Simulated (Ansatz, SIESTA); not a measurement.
# Code comparison for SrCu2Ge2 (I4/mmm, 5 atoms in the cell)

Self-consistent single point.

```
CELL_PARAMETERS angstrom
     -2.15371     2.15371     5.19496
      2.15371    -2.15371     5.19496
      2.15371     2.15371    -5.19496
ATOMIC_POSITIONS crystal
  Sr 0.00000 0.00000 0.00000
  Cu 0.25000 0.75000 0.50000
  Cu 0.75000 0.25000 0.50000
  Ge 0.62698 0.62698 0.00000
  Ge 0.37302 0.37302 0.00000
```

Shared settings, as Ansatz (a program for electronic structure) writes them: kpoints.mp_grid.grid = 7 7 7; magnetization.spin_orbit = true; scf.occupations.method = fermi_dirac; scf.occupations.width = 0.136 eV. Potentials and cutoffs stand in the table.

```tsv
code	model	pressure (GPa)	largest force (eV/Å)	cutoff
Ansatz	PBEsol with spin-orbit coupling, PAW files made with PBE	-5.02	0.168	420 eV
SIESTA	GGA PBEsol with spin-orbit coupling, numerical atomic orbitals DZP, PseudoDojo PBEsol fully relativistic norm-conserving potentials (rewritten from UPF to PSML)	–	0.536	grid 300 Ry
```

A dash marks a value that a program does not give, or that is left out as unsure.

The spread over the programs that give each value: largest force within 0.368 eV/Å.

SIESTA uses small atom-centred bases, whose incompleteness enters pressures, forces and empty levels differently from a plane-wave cutoff.

The starting cell comes from a database of computed structures (which also holds hypothetical and non-ambient phases and stackings), without a prior relaxation at this level. Its lattice was rescaled by a random factor within 2.5 % of one.

Keys are those of Ansatz 0.2.
